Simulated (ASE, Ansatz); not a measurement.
One thermal frame of composition Li3Al, cell Li48Al16, first heated far above this temperature, then brought to it [in the CHGNet run: it was liquid; mean temperature 1029 K (target 1000 K); density 0.97 g/cm³, volume +8 % from the start cell's], 1000 K, computed in Ansatz (plane waves, PAW) at several levels on the same positions and k-sampling (one point, (1/4, 1/4, 1/4)); no spin polarisation or spin-orbit coupling.

The frame comes from MD with CHGNet (ASE). The base level is PBE (cutoff 420 eV), whose static pressure on this k-sampling is -0.2 GPa. On the run's last frame a denser k-mesh moved the forces by 0.043 eV/Å rms, the static pressure by -0.01 GPa and the free energy by 2 meV/atom, which is about how far such values are converged. That check is the base level's. Differences between levels on one k-sampling err less than the absolute values. Cutoffs of the other levels: 500 eV for r2SCAN, the files' default (420 eV for most) otherwise. Volume per atom 20.55 Å³.

```tsv
level	static pressure less the base's (GPa)	rms force change from the base (eV/Å)	cost
PBE	0	0	(base)
r2SCAN	+0.1	0.03	roughly 50 core-seconds
```

Ansatz is a first-principles code.
